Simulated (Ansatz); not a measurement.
## MnNiGe (space group Pnma, No. 62; ferromagnetic; a cell from a computed database, its experimental status unchecked)

MnNiGe is taken in the orthorhombic space group Pnma (No. 62), Pearson symbol oP12. Conventional cell: a = 5.8778 Å, b = 3.6212 Å, c = 7.0026 Å, α = β = γ = 90.00°. Mn on 4c is surrounded by 5 Ge at 2.491–2.589 Å and 3 Ni at 2.727–2.754 Å. Ni on 4c sees 4 Ge at 2.293–2.354 Å and 2 Ni at 2.596 Å and 3 Mn at 2.727–2.754 Å. Ge on 4c is coordinated by 4 Ni at 2.293–2.354 Å and 5 Mn at 2.491–2.589 Å. (Neighbours: up to the widest gap in distance over summed covalent radii, below 1.35, at either atom; cation-cation and far metal-metal contacts left out.)

Method: plane-wave PAW DFT at the PBEsol level (Ansatz, a program for electronic structure, 420 eV), no SOC. k-mesh 7×10×6 (Γ-centred); smearing 0.05 eV (Fermi–Dirac).

```json
{
 "volume_per_atom": "12.42 Å³",
 "density": "8.30 g/cm³",
 "band_gap": "zero",
 "magnetic_state": "ferromagnetic",
 "total_energy": "-4642.678 eV/atom (σ→0; compares only within this code and set-up)"
}
```

Other magnetic orders, which the real material may have, were not ruled out. Whether these cells are dynamically stable was not tested.
